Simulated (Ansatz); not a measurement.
Take CoSi (space group P2_13, No. 198; a = 4.383 Å; non-magnetic) as the base.

Calculations: r2SCAN in Ansatz (plane waves to 500 eV, PAW, scalar-relativistic without spin-orbit coupling).

Before the change:

The volume per atom comes out as 10.53 Å³.

Modification: a hydrostatic pressure of 50 GPa.

Problem. What happens to the volume per atom?

Solution. The volume per atom decreases by 1.43 Å³ (10.53 Å³ → 9.10 Å³).

Load acts through the strain it causes; cell and atoms are relaxed under it. Stability against distortions was not tested. Competing high-pressure phases were not computed. Starting moments died away, wholly or in part, for the base; another magnetic solution may exist. The final runs are not spin-polarised.

Ansatz is an electronic-structure program.
